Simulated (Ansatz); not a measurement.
## CdS: response to strain

The parent structure is CdS in the zinc blende structure (space group F-43m, No. 216; a = 5.7566 Å).

Strains are applied to the cell and any free atomic positions relax.

Calculations: DFT with LDA, PAW potentials and a 420 eV plane-wave cutoff in Ansatz (a first-principles code), without spin-orbit coupling.

Candidates:
(a) isotropic strain −0.50 %
(b) isotropic strain −1.50 %
(c) isotropic strain −2.00 %

Base values:

The band gap comes out as 0.95 eV.

Order them by band gap, highest first.

(c) isotropic strain −2.00 % (1.07 eV), (b) isotropic strain −1.50 % (1.04 eV), (a) isotropic strain −0.50 % (0.98 eV)

Whether these cells are dynamically stable was not tested.
